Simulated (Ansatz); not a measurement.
Antifluorite Li2S: LDA at its full settings (plane-wave cutoff 520 eV, 10×10×10 k mesh, Fermi–Dirac smearing 0.01 eV, scalar-relativistic PAW data made under PBE) and at cheaper ones, in a cell of 3 atoms with Γ-centred meshes.

```csv
level and setting,lattice parameter a (Å),bulk modulus B0 (GPa)
LDA (Ansatz),5.567,46.1
LDA (250 eV cutoff) (Ansatz),…,45.8
LDA (2×2×2 k mesh) (Ansatz),5.699,42.1
LDA (4×4×4 k mesh) (Ansatz),5.570,46.1
```

Q: What belongs in the gaps?

A: 
- LDA (250 eV cutoff) (Ansatz, an electronic-structure program), lattice parameter a (Å): 5.573

Largest shifts from the full settings: lattice constant a +2.37 % (LDA (2×2×2 k mesh)), against a difference of -2.61 % of the full result from the reference 5.716 Å (measured, 293 K, not corrected to a static lattice; as tabulated in Kubel et al. (1999), doi:10.1515/ncrs-1999-0303); bulk modulus -8.7 % (LDA (2×2×2 k mesh)).

Ansatz's density-functional and Hartree–Fock values are scalar-relativistic unless marked +SOC, with PAW data made under PBE.

Run with cheap settings on purpose, which may leave them unconverged: LDA (250 eV cutoff), LDA (2×2×2 k mesh), LDA (4×4×4 k mesh).
